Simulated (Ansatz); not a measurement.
For RuAl (model structure, started from the CuPt type, R-3m, No. 166, 2 atoms in the cell), PBEsol (plane waves, PAW; Ansatz, an electronic-structure program) gives:

- lattice constant a = 2.837 Å
- lattice parameter c = 11.862 Å
- formation enthalpy = -0.332 eV/atom

What does r²SCAN in Ansatz (plane waves, PAW) give for the same quantities?


- lattice constant a: 2.850 Å (rises by 0.5 %)
- lattice parameter c: 11.834 Å (drops by 0.2 %)
- formation enthalpy: -0.386 eV/atom (moves by -0.054 eV/atom)

Changes are worked out from the printed values.

Unless a cell is named, each level is at its own relaxed cell (PBEsol 13.78, r²SCAN 13.88 Å³/atom).

Ansatz's density-functional and Hartree–Fock values are scalar-relativistic unless marked +SOC, with PAW data made under PBE.

A model structure was made by putting elements into a prototype or built by hand; it is no filed structure, need not be a known phase, and can be a saddle point held by its symmetry.
